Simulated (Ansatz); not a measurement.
Take AlN in the wurtzite structure (space group P6_3mc, No. 186; a = 3.107 Å, c = 4.978 Å) as the base. Axes: x lies along a and z along c of the hexagonal cell.

Level of theory: r2SCAN (Ansatz, a quantum-chemistry and plane-wave program), spin-orbit coupling left out, earlier PAW set.

For the base:

```
Quantity                              Result
---------------------  ---------------------
Valence-band top at Γ  0.00, -0.22, -0.22 eV
Volume per atom                     10.40 Å³
Band gap                             4.87 eV
```

Perturbation: biaxial strain +0.66 %, plane normal [001], relaxed out of plane (Cartesian); in-plane vectors clamped, the third vector and the atoms free.

Q: Predict the new valence-band top at Γ, volume per atom and band gap.

A: The valence-band top at Γ (three highest levels, from the VBM) becomes 0.00, -0.31, -0.31 eV (base: 0.00, -0.22, -0.22 eV); the volume per atom grows by 0.10 Å³, from 10.40 Å³ to 10.50 Å³; the band gap shrinks by 0.14 eV, from 4.87 eV to 4.73 eV.

Semilocal Kohn–Sham gaps tend to fall short of experiment. Stability against distortions was not tested.
